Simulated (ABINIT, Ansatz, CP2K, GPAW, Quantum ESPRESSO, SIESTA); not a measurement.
## One structure in several programs: Ba (Im-3m, 1 atom in the cell)

Self-consistent single point.

```
Ba
1.0
   -2.53435     2.53435     2.53435
    2.53435    -2.53435     2.53435
    2.53435     2.53435    -2.53435
Ba
1
Direct
  0.00000   0.00000   0.00000
```

All programs got the same cell, k-point mesh and kind of occupations (in Ansatz's words: kpoints.mp_grid.grid = 9 9 9; scf.occupations.method = fermi_dirac; scf.occupations.width = 0.0073 Ry); potentials, basis and cutoffs are each program's usual ones.

```tsv
code	model	pressure (GPa)	k-points	cutoff
SIESTA	GGA PBE, numerical atomic orbitals DZP, PseudoDojo PBE standard norm-conserving potentials (rewritten from UPF to PSML)	4.97	365	grid 300 Ry
CP2K	PBE, GPW, DZVP-MOLOPT-SR-GTH basis, GTH-PBE potentials (GTH_POTENTIALS)	1.04	365	grid 500 Ry
ABINIT	PBE, PAW (JTH v2.0 PBE PAW)	-0.18	35	20 Ha
GPAW	PBE, GPAW PAW datasets PBE (gpaw-data 1.0.1)	-0.17	35	600 eV
Ansatz	PBE, PAW files	-0.22	35	30.9 Ry
Quantum ESPRESSO	PBE, PseudoDojo standard norm-conserving (PBE) pseudopotentials	-0.22	35	60 Ry
```

The spread over the programs that give each value: pressure within 5.19 GPa.

The starting cell has typed, rounded lattice constants, without a prior relaxation at this level. Its lattice was rescaled by a random factor within 2.5 % of one.

### Question
Why do the programs differ, and what cannot be compared?

### Answer
Differences of this kind can come from the potentials, where these differ, and from what each basis and cutoff leave unconverged. The zero of total energies and Fermi levels follows the potentials and each program's conventions, so they are not compared here. SIESTA and CP2K use small atom-centred bases, whose incompleteness enters pressures, forces and empty levels differently from a plane-wave cutoff. Ansatz's pressure is given at a fixed set of plane waves, as the other plane-wave codes print theirs. Ansatz's smearing width was typed in Ry to four decimals, so it matches the others to a few per cent. The programs reduce the same mesh by symmetry to different extents, which changes the work and not the result. In the pressure, SIESTA (by 5.17) and CP2K (by 1.24) lie more than 1 GPa from the median of the plane-wave programs.

Left out of this page: Elk and FLEUR (not drawn, or without a comparable value).

Ansatz is a program for electronic structure.

Keys are those of Ansatz 0.2.
